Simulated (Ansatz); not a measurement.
Abridged Ansatz (a first-principles code) output:

```
Relaxation: its limit of steps is 50 (relax.max_steps)
Pseudopotential: Sn, paw, valence charge 14
Crystal: 2 atoms, lattice volume = 67.287 Å³
Basis set: ecut = 420 eV, 1363 PW (Γ), exchange–correlation on 64×64×64 points (8 copies of the dense FFT grid, shifted against one another)
Bands: 18, of which v1, the nominal top of the filled ones, is band 14 counted from 1 (13 counted from 0)
Symmetry: 48 space group operations
k-points: 120 of 3375
Functional: x = pbe(κ = 0.804, μ = 0.2195149727645171), c = pbe(β = 0.06672455060314922)
SCF iter   1: F=—  HF=-12048.354341 eV  |F-HF|=—  |Δ(HF+E_count)|=         —  Δρ=6.91e-4  dr2=3.93e-4  ethr=1.77e-3  ⟨swp⟩=5.9  Hψ=11376  notcnv=0
SCF iter   2: F=—  HF=-12048.353282 eV  |F-HF|=—  |Δ(HF+E_count)|=   1.06e-3  Δρ=5.22e-4  dr2=3.45e-4  ethr=1.40e-6  ⟨swp⟩=2.0  Hψ=4821  notcnv=0
SCF 1 converged in 8 iterations: F = -12048.353523 eV  dr2 = 1.03e-10
relax step   1: F+E_penalty+E_count = -12048.35352278 eV  Δ(F+E_penalty+E_count) = +0.000e0 eV  max|allowed force component| = 2.891e-18 eV/Å  Δτ_max = 0.0000 Å  (8 SCF iters, accepted)
SCF converged after 8 iterations
Free energy (F): -12048.353523 eV
Internal energy: -12048.349704 eV  (E = F + TS)
E sigma→0 (E₀):  -12048.351614 eV
Entropy (-TS):   -0.003819 eV (-1.909 meV/atom)
Fermi energy:    8.105270 eV
--- Forces (eV/Å), atoms counted from 1 ---
  atom   1  Sn     0.00000000    -0.00000000     0.00000000
  atom   2  Sn     0.00000000    -0.00000000     0.00000000
--- Stress (GPa, compression-positive) ---
        4.066809      -0.000000      -0.000000
        0.000000       4.066809      -0.000000
       -0.000000       0.000000       4.066809
  P = ⅓ Tr σ = 4.0668 GPa (40.668 kbar)
--- Relaxed structure (1 steps of the walk, 1 accepted, 0 SCFs on fresh bases) ---
  atoms:
    - { symbol: Sn, position: [0.0, 0.0, 0.0] }
    - { symbol: Sn, position: [0.25000000000000006, 0.25000000000000006, 0.25000000000000006] }
```

**Question.** What was computed, and what are the main results?

**Answer.** Sn, 2 atoms in the cell, with plane-wave PAW DFT at the PBE level (Ansatz, 420 eV), scalar-relativistic without spin-orbit coupling. The last SCF converged to F = -12048.353523 eV, or -6024.1768 eV per atom, at a pressure of 4.07 GPa. The total energy compares only with runs of the same code, potentials and settings.

The cells carry an imposed strain or load. Stability against distortions was not tested. The cell was made from Sn in the diamond structure (space group Fd-3m, No. 227) by this change: isotropic strain −3.00 %.

Keys are those of Ansatz 0.2.
